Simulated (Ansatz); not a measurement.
Consider SiS2 (space group Ibam, No. 72; a = 6.019 Å, b = 9.396 Å, c = 5.545 Å; made of chains).

The change: the cell is scaled by 0.9766 in all directions; the atoms relax in the strained cell.

Levels (all Ansatz, a quantum-chemistry and plane-wave program, PAW): PBEsol (420 eV, no spin-orbit coupling); r2SCAN (500 eV, no spin-orbit coupling).

The geometry is relaxed with PBEsol.

```
Item                            Value
--------------------------  ---------
PBEsol band gap               2.67 eV
PBEsol smallest direct gap    2.80 eV
PBEsol pressure             12.3 kbar
```

**Question.** What does r2SCAN give at this geometry for the band gap, smallest direct gap and pressure?

**Answer.** The band gap increases by 0.486 eV to 3.15 eV; the smallest direct gap goes up by 0.49 eV to 3.29 eV; the pressure drops by 1.9 kbar to 10.4 kbar.

Single points use the geometry relaxed with PBEsol. Their cutoffs differ, which shifts pressures a little. Stability against distortions was not tested. No dispersion term is included in the PBEsol runs.
